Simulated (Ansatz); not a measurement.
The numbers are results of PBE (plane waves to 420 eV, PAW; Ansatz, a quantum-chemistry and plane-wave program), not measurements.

Plane-averaged electrostatic potential energy along the normal, in eV from the Fermi level, for a constructed model of the (111) surface of fcc Pt, a layer of Au in place of the second plane (bottom of the slab: a bare face, its two planes held):

```json
[
 {"z (Å)": "3.72", "V (eV)": "5.67"},
 {"z (Å)": "4.01", "V (eV)": "5.67"},
 {"z (Å)": "4.30", "V (eV)": "5.67"},
 {"z (Å)": "4.58", "V (eV)": "5.67"},
 {"z (Å)": "4.87", "V (eV)": "5.67"},
 {"z (Å)": "5.16", "V (eV)": "5.65"},
 {"z (Å)": "5.44", "V (eV)": "5.62"},
 {"z (Å)": "5.73", "V (eV)": "5.56"},
 {"z (Å)": "6.02", "V (eV)": "5.42"},
 {"z (Å)": "6.30", "V (eV)": "5.10"},
 {"z (Å)": "6.59", "V (eV)": "4.37"},
 {"z (Å)": "6.88", "V (eV)": "2.69"},
 {"z (Å)": "7.16", "V (eV)": "-1.64"},
 {"z (Å)": "7.45", "V (eV)": "-10.80"},
 {"z (Å)": "7.73", "V (eV)": "-19.72"},
 {"z (Å)": "8.02", "V (eV)": "-23.35"},
 {"z (Å)": "8.31", "V (eV)": "-19.79"},
 {"z (Å)": "8.59", "V (eV)": "-11.04"},
 {"z (Å)": "8.88", "V (eV)": "-2.45"},
 {"z (Å)": "9.17", "V (eV)": "0.16"},
 {"z (Å)": "9.45", "V (eV)": "-2.78"},
 {"z (Å)": "9.74", "V (eV)": "-11.47"},
 {"z (Å)": "10.03", "V (eV)": "-20.11"},
 {"z (Å)": "10.31", "V (eV)": "-23.58"},
 {"z (Å)": "10.60", "V (eV)": "-20.06"},
 {"z (Å)": "10.89", "V (eV)": "-11.42"},
 {"z (Å)": "11.17", "V (eV)": "-2.84"},
 {"z (Å)": "11.46", "V (eV)": "-0.16"},
 {"z (Å)": "11.74", "V (eV)": "-3.13"},
 {"z (Å)": "12.03", "V (eV)": "-11.87"},
 {"z (Å)": "12.32", "V (eV)": "-20.37"},
 {"z (Å)": "12.60", "V (eV)": "-23.59"},
 {"z (Å)": "12.89", "V (eV)": "-19.85"},
 {"z (Å)": "13.18", "V (eV)": "-11.09"},
 {"z (Å)": "13.46", "V (eV)": "-2.58"},
 {"z (Å)": "13.75", "V (eV)": "0.04"},
 {"z (Å)": "14.04", "V (eV)": "-2.84"},
 {"z (Å)": "14.32", "V (eV)": "-11.54"},
 {"z (Å)": "14.61", "V (eV)": "-20.14"},
 {"z (Å)": "14.90", "V (eV)": "-23.51"},
 {"z (Å)": "15.18", "V (eV)": "-19.81"},
 {"z (Å)": "15.47", "V (eV)": "-11.02"},
 {"z (Å)": "15.76", "V (eV)": "-2.33"},
 {"z (Å)": "16.04", "V (eV)": "0.80"},
 {"z (Å)": "16.33", "V (eV)": "-0.49"},
 {"z (Å)": "16.61", "V (eV)": "-6.90"},
 {"z (Å)": "16.90", "V (eV)": "-14.19"},
 {"z (Å)": "17.19", "V (eV)": "-17.81"},
 {"z (Å)": "17.47", "V (eV)": "-17.36"},
 {"z (Å)": "17.76", "V (eV)": "-12.79"},
 {"z (Å)": "18.05", "V (eV)": "-5.04"},
 {"z (Å)": "18.33", "V (eV)": "0.41"},
 {"z (Å)": "18.62", "V (eV)": "0.91"},
 {"z (Å)": "18.91", "V (eV)": "-3.53"},
 {"z (Å)": "19.19", "V (eV)": "-12.92"},
 {"z (Å)": "19.48", "V (eV)": "-20.94"},
 {"z (Å)": "19.77", "V (eV)": "-22.96"},
 {"z (Å)": "20.05", "V (eV)": "-17.76"},
 {"z (Å)": "20.34", "V (eV)": "-8.20"},
 {"z (Å)": "20.62", "V (eV)": "0.06"},
 {"z (Å)": "20.91", "V (eV)": "3.44"},
 {"z (Å)": "21.20", "V (eV)": "4.79"},
 {"z (Å)": "21.48", "V (eV)": "5.38"},
 {"z (Å)": "21.77", "V (eV)": "5.63"},
 {"z (Å)": "22.06", "V (eV)": "5.74"},
 {"z (Å)": "22.34", "V (eV)": "5.79"},
 {"z (Å)": "22.63", "V (eV)": "5.81"},
 {"z (Å)": "22.92", "V (eV)": "5.82"},
 {"z (Å)": "23.20", "V (eV)": "5.82"},
 {"z (Å)": "23.49", "V (eV)": "5.82"},
 {"z (Å)": "23.78", "V (eV)": "5.82"},
 {"z (Å)": "24.06", "V (eV)": "5.83"}
]
```

Slab: 6 atoms, 11.5 Å thick at the start; k 15x15x1, smearing 0.1 eV, dipole-corrected; 2 atoms held, the rest relaxed; symmetry of the start imposed; no spin, no spin-orbit, no U. In PBE it is, or lies within 0.01 eV a 1x1 cell of, the lowest of the 2 structures of its composition computed so far; larger cells were not tried.

The vacuum level lies 5.83 eV above the Fermi level over the top face and 5.68 eV above it under the bottom face.
